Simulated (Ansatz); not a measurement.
Data:

End structure of the (0001) surface of alpha quartz in its 1x1 cell (cut with top plane O, bottom plane O), relaxed from an ideal cut (the real face may reconstruct), outermost plane spacing 0.43 Å in the ideal cut (one of several cuts of this face), with 2 O a cell over the bulk's ratio, from a spin-polarised start:

```
CELL_PARAMETERS angstrom
      5.02113     0.00000     0.00000
     -2.51056     4.34842     0.00000
      0.00000     0.00000    27.50000
ATOMIC_POSITIONS crystal
  O  0.54358 0.57500 0.27970
  O  0.38699 0.11268 0.31487
  Si 0.45535 0.44572 0.33577
  O  0.15857 0.44531 0.35887
  O  0.73692 0.60819 0.37488
  Si 0.99940 0.55269 0.40000
  O  0.25186 0.87168 0.42586
  O  0.84134 0.28336 0.44106
  Si 0.52302 0.02780 0.46663
  O  0.58281 0.76924 0.49171
  O  0.41719 0.18642 0.50829
  Si 0.47698 0.50478 0.53337
  O  0.15865 0.44200 0.55894
  O  0.74814 0.61982 0.57414
  Si 0.00060 0.55326 0.60000
  O  0.26309 0.87125 0.62512
  O  0.84143 0.28670 0.64113
  Si 0.54466 0.99034 0.66422
  O  0.61300 0.72564 0.68514
  O  0.45642 0.03141 0.72029
```

Slab: 20 atoms, O14Si6, 11.4 Å thick at the start; k 6x6x1, smearing 0.025 eV, dipole-corrected; all atoms relaxed; start symmetry kept, larger cells not searched; spin-polarised from one start with parallel moments (other orders not tried), ending with about 4.0 μB a cell; orders that need a larger cell were not tried, no spin-orbit, no U.

Question: What is the computed ionisation potential (bulk valence edge below the top vacuum level) (PBE (Ansatz, a first-principles code))?

Answer: 9.79 eV

Question: What is the computed highest filled level below the top vacuum level (PBE)?

Answer: 9.45 eV

Question: What gap of the slab on its k-mesh does PBE give?

Answer: 0.84 eV

Question: What electron affinity (the ionisation potential less the bulk band gap) does PBE give?

Answer: 4.10 eV
